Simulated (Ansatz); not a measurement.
Defect: interstitial La in amorphous Si27O54 (a melt-quenched model of 81 atoms), charge state +3. The step: several atoms move together, La the farthest; the atom moves 1.87 Å along (-0.14, -0.10, -0.03) of the unit cell; the moving atom starts with neighbours O at 2.19, O at 2.32, O at 2.54, O at 2.58, O at 2.61 Å and ends with O at 2.17, O at 2.44, 2 O at 2.66, O at 2.68, O at 2.74, O at 2.79 Å. DFT values are from Ansatz (plane-wave PAW, 420 eV unless said) in a cell of 81 host sites, spin-restricted, static, with no finite-size correction. The charge state is imposed; whether it is stable for some Fermi level was not computed. Sites that were not tried may lie lower. For the PBE band: the check of the saddle point's order was inconclusive.

| Level | Forward barrier (eV) | Cost of the band or of the saddle's single point |
|---|---|---|
| CHGNet universal potential (has no charge state), its own band | 0.23 | - |
| PBE, the Γ point alone, band relaxed | 0.30 | around 70 core-minutes (rough) |
| PBE, a 2×2×2 k-point mesh shifted by half a step, same geometries | 0.30 | about 4 core-minutes (a rough figure) |
| r2SCAN at 500 eV, the Γ point alone, same geometries | 0.24 | roughly 90 core-seconds |
| HSE06, Γ point alone, same geometries | 0.26 | about 7 core-minutes (a rough figure) |

Ansatz is a first-principles code.
